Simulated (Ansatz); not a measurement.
The parent structure is SiC in the zinc blende structure (space group F-43m, No. 216; a = 4.3797 Å).

Now apply this change: the cell is scaled by 0.9747 in all directions; the atoms relax in the strained cell.

Levels (all Ansatz, a program for electronic structure, PAW, earlier PAW set): PBE (420 eV, no spin-orbit coupling); r2SCAN (500 eV, no SOC); HSE06 (420 eV, no SOC); PBE+SOC (420 eV, spin-orbit coupling included); HSE06+SOC (420 eV, spin-orbit coupling included).

One geometry, relaxed with PBE, under each level:

Notes on the quantities. hole mass: degenerate bands, along [100].

The valence-band top lists the three highest levels at Γ (Kramers pairs under SOC), from the VBM.

```json
[
 {"level": "PBE", "band gap": "1.30 eV", "lowest conduction level above the VBM at special points": "X 1.30 eV; K 3.16 eV; U 3.16 eV; W 5.29 eV", "valence-band top at Γ": "0.00, 0.00, 0.00 eV", "electron mass": "0.66 mₑ along k, 0.22 mₑ across (at X)", "hole mass": "0.40, 0.60, 0.60 mₑ (at Γ)", "pressure": "19.02 GPa"},
 {"level": "r2SCAN", "band gap": "1.67 eV", "lowest conduction level above the VBM at special points": "X 1.67 eV; K 3.60 eV; U 3.60 eV; W 5.82 eV", "valence-band top at Γ": "–", "electron mass": "0.62 mₑ along k, 0.22 mₑ across (at X)", "hole mass": "0.38, 0.58, 0.58 mₑ (at Γ)", "pressure": "15.61 GPa"},
 {"level": "HSE06", "band gap": "2.19 eV", "lowest conduction level above the VBM at special points": "X 2.19 eV; K 4.16 eV; U 4.16 eV; Γ 8.28 eV", "valence-band top at Γ": "–", "electron mass": "–", "hole mass": "–", "pressure": "–"},
 {"level": "PBE+SOC", "band gap": "1.30 eV", "lowest conduction level above the VBM at special points": "X 1.30 eV; K 3.15 eV; U 3.15 eV; W 5.29 eV", "valence-band top at Γ": "0.00, 0.00, -0.01 eV", "electron mass": "0.66 mₑ along k, 0.22 mₑ across (at X)", "hole mass": "0.45, 0.60 mₑ (at Γ)", "pressure": "19.02 GPa"},
 {"level": "HSE06+SOC", "band gap": "2.18 eV", "lowest conduction level above the VBM at special points": "X 2.18 eV; K 4.16 eV; U 4.16 eV; Γ 8.27 eV", "valence-band top at Γ": "0.00, 0.00, -0.02 eV", "electron mass": "–", "hole mass": "–", "pressure": "–"}
]
```

Single points use the geometry relaxed with PBE. Their cutoffs differ, which shifts pressures a little. HSE06 gaps are upper bounds (no full band path). Differences between runs with and without spin-orbit coupling are approximate. Masses are band curvatures over ±0.01 Å⁻¹ around the edge. Along k means along the line from Γ to the band edge. Whether these cells are dynamically stable was not tested.
